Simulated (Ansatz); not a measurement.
Defect: Al-vacancy pair (Al on one host Nb site, one Nb site vacant) in bcc Nb, neutral cell. Level of theory: PBE, PAW (plane waves to 420 eV; Ansatz, a quantum-chemistry and plane-wave program).

Settings: 36 host sites, the relaxed PBE lattice, a 2×2×3 k-point mesh shifted by half a step, smearing 0.10 eV, spin-restricted, no image-charge correction. Energies are static. Forms of the defect that were not tried may lie lower. The start lies 0.17 eV above the lowest site run (PBE).

Barriers: single points on a 3×3×4 k-point mesh shifted by half a step at the bands' geometries (they differ from the bands' own by up to 0.06 eV, and are uncertain by about as much).

Relaxed starting cell (atoms counted from 1):

```xyz
35
Lattice="9.9327 0.0000 0.0000 0.0000 9.9327 0.0000 0.0000 0.0000 6.6218" Properties=species:S:1:pos:R:3 pbc="T T T"
Al     0.0633     0.0661     0.0946
Nb     0.0560     0.0550     3.2418
Nb     0.0612     3.1905     0.0407
Nb    -0.0071     3.2997     3.3061
Nb     0.0015     6.6514     0.0251
Nb    -0.0038     6.6368     3.3597
Nb     3.1885     0.0650     0.0385
Nb     3.2957    -0.0033     3.3058
Nb     3.2568     3.2607    -0.0563
Nb     3.2538     3.2558     3.2005
Nb     3.3208     6.6264    -0.0058
Nb     3.3454     6.5863     3.3273
Nb     6.6497     0.0057     0.0272
Nb     6.6337    -0.0005     3.3604
Nb     6.6234     3.3239    -0.0049
Nb     6.5829     3.3485     3.3283
Nb     6.6378     6.6417     0.0338
Nb     6.6079     6.6113     3.3469
Nb     1.6428     1.6456     4.8940
Nb     1.6322     4.9956     1.6242
Nb     1.6427     4.9357     4.9603
Nb     1.6731     8.2214     1.7047
Nb     1.6596     8.3084     4.9739
Nb     4.9946     1.6349     1.6266
Nb     4.9315     1.6463     4.9608
Nb     4.9415     4.9446     1.6456
Nb     4.9572     4.9612     4.9631
Nb     4.9585     8.3000     1.6798
Nb     4.9733     8.2833     5.0085
Nb     8.2201     1.6760     1.7060
Nb     8.3043     1.6636     4.9767
Nb     8.2973     4.9606     1.6795
Nb     8.2797     4.9770     5.0087
Nb     8.3103     8.3126     1.7291
Nb     8.2917     8.2950     4.9963
```

End state 1 differs by these moves (Å; atoms that move under 0.08 Å are left out):

```json
[
 {"atom": "1", "element": "Al", "Δx": "1.52", "Δy": "1.52", "Δz": "1.49"},
 {"atom": "2", "element": "Nb", "Δx": "-0.05", "Δy": "-0.05", "Δz": "0.16"},
 {"atom": "3", "element": "Nb", "Δx": "-0.09", "Δy": "0.17", "Δz": "-0.07"},
 {"atom": "7", "element": "Nb", "Δx": "0.17", "Δy": "-0.09", "Δz": "-0.07"},
 {"atom": "10", "element": "Nb", "Δx": "0.03", "Δy": "0.03", "Δz": "0.10"},
 {"atom": "19", "element": "Nb", "Δx": "-0.05", "Δy": "-0.05", "Δz": "0.16"},
 {"atom": "22", "element": "Nb", "Δx": "-0.09", "Δy": "0.17", "Δz": "-0.07"},
 {"atom": "30", "element": "Nb", "Δx": "0.17", "Δy": "-0.09", "Δz": "-0.07"},
 {"atom": "35", "element": "Nb", "Δx": "0.03", "Δy": "0.03", "Δz": "0.10"}
]
```

Task: Estimate the forward and backward barriers to end state 1 that PBE, PAW returns for this input.

Result: forward 0.64 eV, backward 0.64 eV; at the saddle point atom 1 has neighbours 2 Nb at 2.80, 4 Nb at 2.81, 2 Nb at 3.47, 4 Nb at 3.54 Å. The saddle point's order was not checked, and it lies on a symmetry element of the cell, where a band can be held.

End state 2 differs by these moves (Å; atoms that move under 0.08 Å are left out):

```json
[
 {"atom": "1", "element": "Al", "Δx": "-0.07", "Δy": "-0.07", "Δz": "-0.08"},
 {"atom": "2", "element": "Nb", "Δx": "1.51", "Δy": "1.52", "Δz": "-1.48"},
 {"atom": "9", "element": "Nb", "Δx": "0.03", "Δy": "0.03", "Δz": "0.07"},
 {"atom": "10", "element": "Nb", "Δx": "0.06", "Δy": "0.06", "Δz": "0.13"},
 {"atom": "19", "element": "Nb", "Δx": "-0.07", "Δy": "-0.07", "Δz": "0.00"},
 {"atom": "22", "element": "Nb", "Δx": "-0.10", "Δy": "0.13", "Δz": "0.06"},
 {"atom": "23", "element": "Nb", "Δx": "-0.09", "Δy": "0.04", "Δz": "-0.08"},
 {"atom": "30", "element": "Nb", "Δx": "0.13", "Δy": "-0.10", "Δz": "0.06"},
 {"atom": "31", "element": "Nb", "Δx": "0.04", "Δy": "-0.09", "Δz": "-0.09"},
 {"atom": "35", "element": "Nb", "Δx": "0.05", "Δy": "0.05", "Δz": "-0.11"}
]
```

Task: What forward and backward barriers to end state 2 does PBE, PAW give?

Result: forward 0.46 eV, backward 0.62 eV; at the saddle point atom 2 has neighbours Al at 2.76; Nb at 2.76, 2 Nb at 2.78, 2 Nb at 2.84, Nb at 3.43, 2 Nb at 3.45, Nb at 3.56, 2 Nb at 3.58 Å. The saddle point's order was not checked, and it lies on a symmetry element of the cell, where a band can be held.
